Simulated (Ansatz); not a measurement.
The density of states at the Fermi level in a series of structures.

Cell A: SrC2 (I4/mmm), 3 atoms in the cell; this is a cell from a database of computed structures that this text hasn't matched to a measured one, k-point mesh 10×10×10 on the run's own vectors.
```
CELL_PARAMETERS angstrom
      4.10126     0.00000     0.00000
      0.00000     4.10126     0.00000
     -2.05063    -2.05063     3.40283
ATOMIC_POSITIONS crystal
  Sr 0.00000 0.00000 0.00000
  C  0.40795 0.40795 0.81591
  C  0.59205 0.59205 0.18409
```

Cell B: LaC2 (I4/mmm), 3 atoms in the cell, k-point mesh 10×10×10 on the run's own vectors.
```xyz
3
Lattice="3.9534 0.0000 0.0000 0.0000 3.9534 0.0000 -1.9767 -1.9767 3.2887" Properties=species:S:1:pos:R:3 pbc="T T T"
La     0.0000     0.0000     0.0000
C      0.0000     0.0000     2.6451
C      1.9767     1.9767     0.6435
```

Plane-wave PAW calculations with Ansatz (a quantum-chemistry and plane-wave program), its default PAW set, cutoff 500 eV. The structures are at rest with r2SCAN. Neutral cells; Fermi-Dirac smearing of at most 0.05 eV in the solids, energies taken to zero width. The runs are scalar-relativistic, without spin-orbit coupling. A dispersion term ran beside these levels; it doesn't touch the electrons. Both spins, broadened by a Gaussian of 0.2 eV on the run's mesh.

Predict the density of states at the Fermi level (states/eV per atom) of each cell with r2SCAN.


```json
[
 {"cell": "A", "r2SCAN": "0 (gapped)"},
 {"cell": "B", "r2SCAN": "0.33"}
]
```

With r2SCAN the value of B exceeds that of A by 0.33 states/eV per atom.
